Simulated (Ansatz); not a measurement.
## BeS (space group P6_422, No. 181; a hypothetical phase, not in the database extracts checked)

BeS has the hexagonal space group P6₄22 (No. 181), Pearson symbol hP6. Conventional cell: a = b = 3.4519 Å, c = 7.8117 Å, α = β = 90.00°, γ = 120.00°. Be on 3c sees 4 S at 2.162 Å. S on 3d has 4 Be at 2.162 Å. (Neighbours: up to the widest gap in distance over summed covalent radii, below 1.35, at either atom; cation-cation and far metal-metal contacts left out.)

All numbers come from Ansatz (a program for electronic structure) PBE, no spin-orbit coupling. Γ-centred 11×11×5 mesh, Fermi–Dirac width 0.05 eV.

| Quantity | Value |
|---|---|
| Volume per atom | 13.44 Å³ |
| Density | 2.54 g/cm³ |
| Band gap | 2.67 eV (uncertain: the edges found on the path are not clean extrema) |
| Total energy | -498.159 eV/atom (σ→0; compares only within this code and set-up) |

Stability against distortions was not tested. The base started in P3_121 and relaxed to P6_422 at this level.
